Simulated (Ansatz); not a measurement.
## One-dimensional KBr body, 12 atoms a period

Levels: PBE (plane waves to 420 eV, PAW; Ansatz, a quantum-chemistry and plane-wave program); PBE with spin-orbit coupling in Ansatz; r2SCAN (plane waves to 500 eV, PAW; Ansatz); HSE06 run with Ansatz. Unmarked values and the geometry are of the first. Mesh 1×1×6. No spin polarisation. It repeats along c; a and b span vacuum. A hypothetical model. Symmetry and one short period hold its shape; lower forms weren't sought. Values not marked SOC lack spin–orbit coupling. HSE06 ran on a 1×1×3 mesh and at PBE's edge points. Buckling under compression is shut out by symmetry and the short period.

- period along the axis (12 atoms) = 6.444 Å
- largest distance between nuclei across the axis = 6.61 Å
- PBE gap = 4.42 eV, direct at Γ
- electron mass along the axis (PBE) = 0.58 mₑ
- hole mass along the axis (PBE) = 2.7 mₑ
- valence and conduction edges under the vacuum level (PBE) = 5.99 and 1.57 eV
- PBE+SOC gap at this geometry = 4.31 eV
- r2SCAN gap at this geometry = 5.15 eV
- HSE06 gap at this geometry = 5.49 eV
- axial stiffness dF/dε = 33 nN

```xyz
12
Lattice="17.5000 0.0000 0.0000 0.0000 16.5000 0.0000 0.0000 0.0000 6.4445" Properties=species:S:1:pos:R:3 pbc="T T T"
K     11.9155     8.2500     0.0000
Br    10.4015    11.1098     0.0000
K      7.1678    10.9898     0.0000
Br     5.4459     8.2500     0.0000
K      7.1678     5.5102     0.0000
Br    10.4015     5.3902     0.0000
Br    12.0541     8.2500     3.2222
K     10.3322    10.9898     3.2222
Br     7.0985    11.1098     3.2222
K      5.5845     8.2500     3.2222
Br     7.0985     5.3902     3.2222
K     10.3322     5.5102     3.2222
```
